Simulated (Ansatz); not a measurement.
The starting structures come from a database of crystals and need not be the phases stable at ambient conditions.

Inside the gap of an insulator the Bloch states are evanescent, with a wavenumber k + iκ along the transport direction.

Here is the system:

```
CELL_PARAMETERS angstrom
      4.57252     0.00000     0.00000
      0.00000     7.24475     0.00000
      2.28626     0.00000     3.95992
ATOMIC_POSITIONS crystal
  Mg 0.00000 0.00000 0.00000
  Mg 0.33333 0.63338 0.33333
  Mg 0.66667 0.36662 0.66667
  Sb 0.33333 0.22813 0.33333
  Sb 0.66667 0.77187 0.66667
```

Space group of this cell: P-3m1. The cell is taken as given.

Transport runs along the normal of the first two printed cell vectors, the (100) plane of the conventional cell.

No gap correction and no spin-orbit coupling; mid-gap values are interpolated between computed energies.

### Question
State the band gap and the smallest decay constant κ at mid-gap according to r2SCAN (Ansatz, a first-principles code).

### Answer
Gap 0.72 eV on a 8×4×8 mesh; κ = 0.114 1/Å, at (0.375, 0.250) of the in-plane reciprocal vectors. At the zone centre, at the nearest computed energy, the slowest state has κ = 0.13 1/Å.
